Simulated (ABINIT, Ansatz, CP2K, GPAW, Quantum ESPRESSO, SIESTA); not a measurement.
## Code comparison for AlRu (Pm-3m, 2 atoms in the cell)

Self-consistent single point.

```
AlRu
1.0
    2.98250     0.00000     0.00000
    0.00000     2.98250     0.00000
    0.00000     0.00000     2.98250
Al Ru
1 1
Direct
  0.00000   0.00000   0.00000
  0.50000   0.50000   0.50000
```

Shared settings, as Ansatz (a quantum-chemistry and plane-wave program) writes them: kpoints.mp_grid.grid = 11 11 11; scf.occupations.method = gaussian; scf.occupations.width = 0.05 eV. Potentials and cutoffs stand in the table.

| code | model | pressure (GPa) | cutoff |
|---|---|---|---|
| SIESTA | GGA PBEsol, numerical atomic orbitals DZP, PseudoDojo PBEsol standard norm-conserving potentials (rewritten from UPF to PSML) | -3.43 | grid 300 Ry |
| CP2K | PBEsol, GPW, DZVP-MOLOPT-SR-GTH basis, GTH-PBE potentials (GTH_POTENTIALS) | 0.16 | grid 500 Ry |
| GPAW | PBEsol, GPAW PAW datasets PBEsol (made by gpaw-setup) | -0.59 | 600 eV |
| Ansatz | PBEsol, default PAW files made with PBE | -1.41 | 420 eV |
| ABINIT | PBEsol, PAW (JTH v2.0 PBE PAW, files made for PBE) | -0.66 | 571 eV |
| Quantum ESPRESSO | PBEsol, SSSP 1.1.2 efficiency (PBE) pseudopotentials | -1.58 | 60 Ry |

On Ansatz's run: spin polarisation is off.

The spread over the programs that give each value: pressure within 3.59 GPa.

SIESTA and CP2K use small atom-centred bases, whose incompleteness enters pressures, forces and empty levels differently from a plane-wave cutoff. Ansatz's pressure is given at a fixed set of plane waves, as the other plane-wave codes print theirs; with its correction for the finite basis it is -1.36 GPa. In the pressure, SIESTA (by 2.40) and CP2K (by 1.20) lie more than 1 GPa from the median of the plane-wave programs.

The starting cell comes from a database of computed structures (which also holds hypothetical and non-ambient phases and stackings), without a prior relaxation at this level.

Left out of this page: Elk and FLEUR (not drawn, or without a comparable value).

Keys are those of Ansatz 0.2.
